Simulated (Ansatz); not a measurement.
# BaZrS3 (Pnma, No. 62; cell taken from a computed entry)

Level of theory: HSE06 (Ansatz, a first-principles code, plane waves, PAW).

Settings: plane-wave cutoff 460 eV, 4×2×4 k mesh (along the axes of the cell as run), Fermi–Dirac smearing 0.01 eV, scalar-relativistic PAW data made under PBE.

Cell: relaxed with PBEsol: a = 7.0730 Å, b = 9.9111 Å, c = 6.9218 Å, α = 90.00°, β = 90.00°, γ = 90.00°.

- band gap = 1.79 eV (on the SCF k mesh)

Note: cell and atoms aren't relaxed at this level (pressure 2.1 GPa).

Spin–orbit coupling is not included.

Computed values are for the static lattice.
